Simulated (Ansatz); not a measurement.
Base system: WSe$_{2}$ in the 2H-MoS2 type structure (space group P6_3/mmc, No. 194; a = 3.231 Å, c = 12.411 Å; layered, stacked along the Cartesian z axis).

Levels (all Ansatz, a program for electronic structure, PAW): PBEsol-D3(BJ) (420 eV, no spin-orbit coupling); HSE06 (420 eV, without spin-orbit coupling).

Its gap is 0.67 eV with PBEsol-D3(BJ) and 1.14 eV with HSE06.

Perturbation: a hydrostatic pressure of 3 GPa.

With PBEsol-D3(BJ) the gap becomes 0.54 eV.

Task: If the HSE06 correction stayed the same, what would the HSE06 gap be, and what does the HSE06 run give?

Result: A rigid correction of +0.47 eV gives 1.01 eV. The HSE06 run gives 0.98 eV, so the two effects roughly add.

Single points use the geometry relaxed with PBEsol-D3(BJ). The hybrid gap comes from the SCF mesh plus the semilocal run's edge points and a few special points and is an upper bound. With W present, leaving out spin-orbit coupling can change the band edges. Load acts through the strain it causes; cell and atoms are relaxed under it. Stability against distortions was not tested.
